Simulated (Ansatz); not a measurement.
The starting structures come from a database of crystals and need not be the phases stable at ambient conditions.

Inside the gap of an insulator the Bloch states are evanescent, with a wavenumber k + iκ along the transport direction.

Given:

```yaml
crystal:
  lattice:
    - [7.98289, 0.00000, 0.00000]
    - [0.00000, 8.36530, 0.00000]
    - [0.00000, 4.18265, 2.41486]
  atoms:
    - { symbol: Sr, position: [0.00000, 0.00000, 0.00000] }
    - { symbol: Mg, position: [0.62496, 0.33333, 0.00000] }
    - { symbol: Mg, position: [0.37504, 0.66667, 0.00000] }
    - { symbol: Bi, position: [0.25327, 0.33333, 0.00000] }
    - { symbol: Bi, position: [0.74673, 0.66667, 0.00000] }
```

Space group of this cell: P-3m1. The cell is taken as given.

Transport runs along the normal of the first two printed cell vectors, the (110) plane of the conventional cell.

The gap is the functional's own. No spin-orbit coupling. Mid-gap values are interpolated on the energy grid.

Q: Give the band gap and the smallest decay constant κ at mid-gap that r2SCAN in Ansatz (a quantum-chemistry and plane-wave program) yields.

A: Gap 1.08 eV on a 4×12×12 mesh; κ = 0.067 1/Å, at the zone centre.
